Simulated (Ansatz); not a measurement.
The reference is Cs in the bcc (W type) structure (space group Im-3m, No. 229; a = 6.157 Å).

Structures relaxed with PBE (Ansatz, a quantum-chemistry and plane-wave program), scalar-relativistic without spin-orbit coupling, earlier PAW set.

Base:

Simulated powder pattern, Cu Kα, λ = 1.54184 Å (kinematic, ideal powder, no thermal factors, no anomalous dispersion; the 10 strongest lines at most, above 2 %, up to 2θ = 90°):

| 2θ (°) | I/Imax (%) | hkl |
|---|---|---|
| 20.40 | 100 | (110) |
| 29.01 | 21 | (200) |
| 35.72 | 48 | (211) |
| 41.48 | 16 | (220) |
| 46.65 | 22 | (310) |
| 55.88 | 26 | (321) |
| 64.18 | 13 | (411) |
| 68.11 | 7.1 | (420) |
| 79.36 | 14 | (431) |
| 86.60 | 7.7 | (521) |

One thing is altered: every Cs is replaced by K; the structure is relaxed again.

After the change:

Simulated powder pattern, Cu Kα, λ = 1.54184 Å (kinematic, ideal powder, no thermal factors, no anomalous dispersion; the 10 strongest lines at most, above 2 %, up to 2θ = 90°):

```tsv
2θ (°)	d (Å)	I/Imax (%)	hkl
23.83	3.734	100	(110)
33.95	2.641	19	(200)
41.90	2.156	39	(211)
48.77	1.867	12	(220)
54.98	1.670	16	(310)
60.75	1.525	3.7	(222)
66.21	1.411	16	(321)
76.53	1.245	7.9	(411)
81.51	1.181	4.4	(420)
86.42	1.126	3.9	(332)
```

The indices refer to each structure's own conventional cell; one index is shown for lines that coincide.

Stability against distortions was not tested. The final runs are not spin-polarised.
